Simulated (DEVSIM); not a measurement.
Structure: abrupt Ge n-p junction, at 300 K.

```csv
layer (left to right),material,thickness (μm),Nd (cm⁻³),Na (cm⁻³),τn (s),τp (s)
1,Ge,6.90,1.3e17,-,3.1e-6,3.1e-6
2,Ge,3.20,-,6.2e16,3.1e-6,3.1e-6
```

Left contact: ohmic. Right contact: ohmic. Voltage is applied to the left contact. Recombination: SRH at mid-gap, radiative. Mobility is constant in doping.

This is a model device: material constants are rounded textbook-type values typed into the input, and sizes, dopings and lifetimes were drawn at random. Values at 300 K.

```tsv
parameter	Ge
gap (eV)	0.664
affinity (eV)	4
permittivity	16
Nc (cm⁻³)	1.04e19
Nv (cm⁻³)	6e18
μn (cm²/Vs)	3900
μp (cm²/Vs)	1900
B (cm³/s)	6.4e-14
```

Simulated with DEVSIM: 1D drift-diffusion, Boltzmann statistics, complete ionisation; no tunnelling, impact ionisation, image-force lowering or self-heating.

Q: Tabulate band edges, carrier densities and field at zero bias.

A: Energies count from the Fermi level of the right contact; mesh points crowd at the junctions.

```
x (μm)   Ec (eV)  Ev (eV)  n (cm⁻³)  p (cm⁻³)  field (V/cm)
-------  -------  -------  --------  --------  ------------
0.000      0.113   -0.551    1.3e17     3.4e9           ≈ 0
0.03020    0.113   -0.551    1.3e17     3.4e9           ≈ 0
0.09814    0.113   -0.551    1.3e17     3.4e9           ≈ 0
0.2400     0.113   -0.551    1.3e17     3.4e9           ≈ 0
0.7651     0.113   -0.551    1.3e17     3.4e9           ≈ 0
1.751      0.113   -0.551    1.3e17     3.4e9           ≈ 0
3.848      0.113   -0.551    1.3e17     3.4e9           ≈ 0
5.852      0.113   -0.551    1.3e17     3.4e9           ≈ 0
6.447      0.113   -0.551    1.3e17     3.4e9           ≈ 0
6.712      0.113   -0.551    1.3e17     3.4e9           ≈ 0
6.826      0.115   -0.549    1.2e17     3.6e9          1100
6.891      0.217   -0.447    2.4e15    1.8e11         48000
6.915      0.346   -0.318    1.6e13    2.8e13         49000
6.964      0.505   -0.159    3.4e10    1.3e16         17000
7.127      0.546   -0.118     7.1e9    6.2e16           ≈ 0
7.436      0.546   -0.118     7.0e9    6.2e16           ≈ 0
8.128      0.546   -0.118     7.0e9    6.2e16           ≈ 0
9.122      0.546   -0.118     7.0e9    6.2e16           ≈ 0
9.786      0.546   -0.118     7.0e9    6.2e16           ≈ 0
9.973      0.546   -0.118     7.0e9    6.2e16           ≈ 0
10.06      0.546   -0.118     7.0e9    6.2e16           ≈ 0
10.10      0.546   -0.118     7.0e9    6.2e16           ≈ 0
```
